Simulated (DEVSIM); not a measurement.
System: Ni/La2O3/p-Si capacitor, at 300 K.

```csv
layer (left to right),material,thickness (nm),Na (cm⁻³)
1,La2O3,27.0,-
2,Si,1400,1.7e17
```

Metal gate on the left, work function 5.1 eV. Fixed charge at the semiconductor interface -1.1e10 cm⁻² (in units of +e); no interface traps.

This is a model device: material constants are rounded textbook-type values typed into the input, and sizes, dopings and lifetimes were drawn at random. Values at 300 K.

```
parameter      La2O3       Si
-------------  -----  -------
gap (eV)         5.8    1.124
affinity (eV)    1.8     4.05
permittivity      27     11.7
Nc (cm⁻³)          -  2.86e19
Nv (cm⁻³)          -   3.1e19
```

DEVSIM, 1D Poisson equation in equilibrium, Boltzmann statistics, complete ionisation; no quantum confinement or tunnelling. Metal contacts follow the ideal Schottky-Mott rule: no Fermi-level pinning, no interface dipoles.

The interface trap density was swept, all else fixed.

```tsv
interface trap density (cm^-2 eV^-1)	flat-band voltage (V)	threshold voltage (band bending 2φF) (V)	minimum of the low-frequency capacitance (μF/cm²)
0	0.06	1.17	0.124
1e10	0.06	1.17	0.125
1e11	0.06	1.18	0.136
3e11	0.05	1.20	0.157
1e12	0.03	1.29	0.226
2e12	-0.01	1.40	0.304
```

From the first row to the last the flat-band voltage goes from 0.06 to -0.01. From the first row to the last the threshold voltage (band bending 2φF) goes from 1.17 to 1.40.
